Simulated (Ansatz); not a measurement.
Consider CuAu (space group P4/mmm, No. 123; a = 2.813 Å, c = 3.593 Å; relaxed with 0.1 eV smearing). Axes: x, y, z lie along a, b, c of the conventional cell.

Level of theory: PBEsol (Ansatz, a program for electronic structure; PAW; 420 eV plane waves; without spin-orbit coupling).

One thing is altered: uniaxial strain ε_zz = −2.00 %, all other strain components held at zero, atoms relaxed at fixed cell.

Q: Predict the stress tensor and what it implies for the stiffness.

A: Stress of the strained cell less that of the base (GPa, compression positive):
```
    3.5     0.0     0.0
    0.0     3.5     0.0
    0.0     0.0     3.8
```

Then −Δσ_ii/ε with ε = -0.0200 gives secant stiffness values (nonlinear terms included at this strain): C33 ≈ 192 GPa, C13 ≈ 173 GPa and C23 ≈ 173 GPa.

Whether these cells are dynamically stable was not tested. All final runs are without spin polarisation.
